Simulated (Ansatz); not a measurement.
Seebeck coefficient (μV/K, mean over directions) of p-type CaZrN₂ (R-3m) against carrier density, Ansatz (a program for electronic structure) with PBEsol, rigid bands. Computed gap 0.37 eV; densities at which minority carriers matter at this gap, or further valleys turn the trend, are left out. Conductivity mass 0.49 mₑ (harmonic mean over directions), N_v = 1.9e19 cm⁻³ at 300 K.

```tsv
hole density	300 K
1e18 cm⁻³	469
3e18 cm⁻³	…
1e19 cm⁻³	275
3e19 cm⁻³	…
1e20 cm⁻³	…
3e20 cm⁻³	59
1e21 cm⁻³	39
```

Question: Fill in the missing entries.

Answer: 
- 3e18 cm⁻³, 300 K: 376
- 3e19 cm⁻³, 300 K: 188
- 1e20 cm⁻³, 300 K: 108

Rigid bands with a gap fixed in temperature, one relaxation time for all states, no polarons or phonon drag, and whether or not such doping can be reached. Spin-orbit coupling is left out; where it splits the top of the valence band, N_v and the p-type Seebeck coefficient come out somewhat high without it.

Computed structure with no diffraction record at hand here (it may be known, metastable or hypothetical): CaZrN2 (R-3m).
